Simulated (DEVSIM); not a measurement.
Device: Al/Al2O3/p-Si capacitor, at 300 K.

```tsv
layer (left to right)	material	thickness (nm)	Na (cm⁻³)
1	Al2O3	2.70	-
2	Si	1500	1.4e17
```

Metal gate on the left, work function 4.1 eV. Fixed charge at the semiconductor interface 0 cm⁻² (in units of +e); no interface traps.

The device is made up for the run: typed textbook-type constants, with dimensions and the other settings drawn at random. Values at 300 K.

| parameter | Al2O3 | Si |
|---|---|---|
| gap (eV) | 6.8 | 1.124 |
| affinity (eV) | 1.35 | 4.05 |
| permittivity | 9 | 11.7 |
| Nc (cm⁻³) | - | 2.86e19 |
| Nv (cm⁻³) | - | 3.1e19 |

DEVSIM, 1D Poisson equation in equilibrium, Boltzmann statistics, complete ionisation; no quantum confinement or tunnelling. Metal contacts follow the ideal Schottky-Mott rule: no Fermi-level pinning, no interface dipoles.

Q: Tabulate band edges, carrier densities and field at -0.4 V on the gate.

A: Energies count from the Fermi level of the right contact; mesh points crowd at the junctions.

```csv
x (μm),Ec (eV),Ev (eV),n (cm⁻³),p (cm⁻³),field (V/cm)
0.000,3.150,-3.650,< 1e2,< 1e2,180000
0.0007868,3.164,-3.636,< 1e2,< 1e2,180000
0.001661,3.180,-3.619,< 1e2,< 1e2,180000
0.002466,3.195,-3.605,< 1e2,< 1e2,180000
0.003825,0.515,-0.609,6.3e10,1.8e9,140000
0.006038,0.545,-0.579,2.0e10,5.9e9,130000
0.01010,0.598,-0.526,2.6e9,4.5e10,120000
0.02218,0.733,-0.391,1.4e7,8.4e12,99000
0.04215,0.887,-0.237,35000,3.3e15,56000
0.07880,0.978,-0.146,1000,1.1e17,5300
0.1536,0.984,-0.140,830,1.4e17,≈ 0
0.3681,0.984,-0.140,830,1.4e17,≈ 0
0.6989,0.984,-0.140,830,1.4e17,≈ 0
1.081,0.984,-0.140,830,1.4e17,≈ 0
1.329,0.984,-0.140,830,1.4e17,≈ 0
1.412,0.984,-0.140,830,1.4e17,≈ 0
1.457,0.984,-0.140,830,1.4e17,≈ 0
1.479,0.984,-0.140,830,1.4e17,≈ 0
1.494,0.984,-0.140,830,1.4e17,≈ 0
1.499,0.984,-0.140,830,1.4e17,≈ 0
1.501,0.984,-0.140,830,1.4e17,≈ 0
1.503,0.984,-0.140,830,1.4e17,≈ 0
```
